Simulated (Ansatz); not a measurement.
Functionals compared on CO on the 1x1 (0001) surface of hcp Ti, one in a 2x2 cell, started at the site 'bridge Ti-Ti (span 2.9 Å)', in Ansatz (plane waves, PAW). The structure was relaxed with PBE; the other rows are single points on it, each with its references at the same level. Cutoff 420 eV (500 eV for r2SCAN).

Slab: 18 atoms, 6.8 Å thick at the start under the adsorbate (thin: gaps and levels are the slab's own); k 6x6x1, smearing 0.1 eV, dipole-corrected; 8 atoms held, the rest relaxed; start symmetry kept, larger cells not searched; no spin, no spin-orbit, no U, no dispersion correction. At the end it is bonded to 3 Ti. In PBE it is, or lies within 0.03 eV of, the lowest of the starts that converged. These notes are the PBE run's. Adsorption energies are against CO(g). A negative adsorption energy means that the adsorbate is more stable on the surface than in its reference.

```tsv
functional	adsorption energy (eV)	work function of the top face (eV)	change of the work function (eV)	rough cost of the single point
PBE	-1.90	5.26	0.86	–
RPBE	-1.61	5.13	0.84	very roughly 100 core-seconds
r2SCAN	___	___	___	roughly 4 core-minutes
```

**Question.** Fill in the missing entries.

**Answer.** 
- r2SCAN, adsorption energy (eV): -2.09
- r2SCAN, work function of the top face (eV): 5.35
- r2SCAN, change of the work function (eV): 0.83

Ansatz is a program for electronic structure.
